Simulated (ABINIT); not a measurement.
ABINIT run on Na (Im-3m, 1 atom in the cell): relaxation of cell and atoms.

Method of the run: PBE, norm-conserving pseudopotentials (PseudoDojo nc-sr-05 PBE standard) (plane waves; ABINIT).

Input as run:

```
# Na, PseudoDojo nc-sr-05 PBE standard
pp_dirpath "./"
pseudos "Na.upf"
acell 3.6892682201 3.6892682201 3.6892682201 Angstrom
rprim
        -0.5773502692    0.5773502692    0.5773502692
         0.5773502692   -0.5773502692    0.5773502692
         0.5773502692    0.5773502692   -0.5773502692
natom 1
ntypat 1
znucl 11
typat 1
xred    0.0000000000    0.0000000000    0.0000000000
ecut 1197 eV
ixc 11
occopt 3
tsmear 0.00367493
nband 10
kptopt 1
ngkpt 9 9 9
nshiftk 1
shiftk 0 0 0
nstep 60
tolvrs 1.0e-11
ionmov 2
ntime 40
tolmxf 5.0e-05
optcell 2
dilatmx 1.08
ecutsm 0.5
prtwf 0
prtden 0
enunit 2
```

Log, with long lists cut:

```
--- !BeginCycle
solver: {iscf: 7, nstep: 60, nline: 4, wfoptalg: 0, }
tolerances: {tolvrs: 1.00E-11, }
...

     iter   Etot(hartree)      deltaE(h)  residm     vres2
 ETOT  1  -45.698615682065    -4.570E+01 1.232E-01 2.046E+00
 ETOT  2  -45.714260162732    -1.564E-02 2.070E-02 1.337E+00
 ETOT  3  -45.714456156881    -1.960E-04 2.217E-04 1.432E-02
 ETOT  4  -45.714456256540    -9.966E-08 2.308E-04 1.021E-03
 ETOT  5  -45.714456338044    -8.150E-08 3.936E-04 2.089E-05
 ETOT  6  -45.714456338551    -5.073E-10 7.212E-05 5.238E-07
 ETOT  7  -45.714456338564    -1.314E-11 1.853E-04 1.087E-08
 ETOT  8  -45.714456338561     2.991E-12 1.081E-04 1.432E-10
 ETOT  9  -45.714456338565    -3.801E-12 1.960E-04 1.053E-12
 At SCF step    9       vres2   =  1.05E-12 < tolvrs=  1.00E-11 =>converged.

 Cartesian components of stress tensor (hartree/bohr^3)
  sigma(1 1)=  1.04304826E-05  sigma(3 2)=  0.00000000E+00
  sigma(2 2)=  1.04304826E-05  sigma(3 1)=  0.00000000E+00
  sigma(3 3)=  1.04304826E-05  sigma(2 1)=  0.00000000E+00

---OUTPUT-----------------------------------------------------------------------

 Cartesian coordinates (xcart) [bohr]
  0.00000000000000E+00  0.00000000000000E+00  0.00000000000000E+00
 Reduced coordinates (xred)
  0.00000000000000E+00  0.00000000000000E+00  0.00000000000000E+00
 Cartesian forces (fcart) [Ha/bohr]; max,rms= 0.00000E+00 0.00000E+00 (free atoms)
 -0.00000000000000E+00 -0.00000000000000E+00 -0.00000000000000E+00
 Gradient of E wrt nuclear positions in reduced coordinates (gred)
   [... lines left out ...]
 At Broyd/MD step   4, gradients are converged :
 Fermi (or HOMO) energy (hartree) =   0.02485   Average Vxc (hartree)=  -0.23750
 Fermi (or HOMO) energy (eV) =   0.67630   Average Vxc (eV)=  -6.46275
   [... lines left out ...]
total_energy        : -4.57145154726910E+01
total_energy_eV     : -1.24395522850130E+03
band_energy         : -9.21982795621182E+00
...

-Cartesian components of stress tensor (GPa)         [Pressure= -6.4927E-04 GPa]
- sigma(1 1)=  6.49267573E-04  sigma(3 2)=  0.00000000E+00
- sigma(2 2)=  6.49267573E-04  sigma(3 1)=  0.00000000E+00
- sigma(3 3)=  6.49267573E-04  sigma(2 1)=  0.00000000E+00

 Calculation completed.
```

The run converged. 

Summary of the result:
```
Property                                                                Result
------------------------------------  ----------------------------------------
Free energy E − TS                                                 -1243.96 eV
Fermi level (on the code's own zero)                                   0.68 eV
Pressure                                                              0.00 GPa
Final cell                            a = b = c = 3.637 Å, α = β = γ = 109.47°
Final volume per atom                                                 37.03 Å³
Relaxation steps                                                             4
```

The starting cell has typed, rounded lattice constants, without a prior relaxation at this level. The relaxation keeps the symmetry of its start, so its end need not be a minimum.

Cost on one core of a shared machine: roughly 70 s.
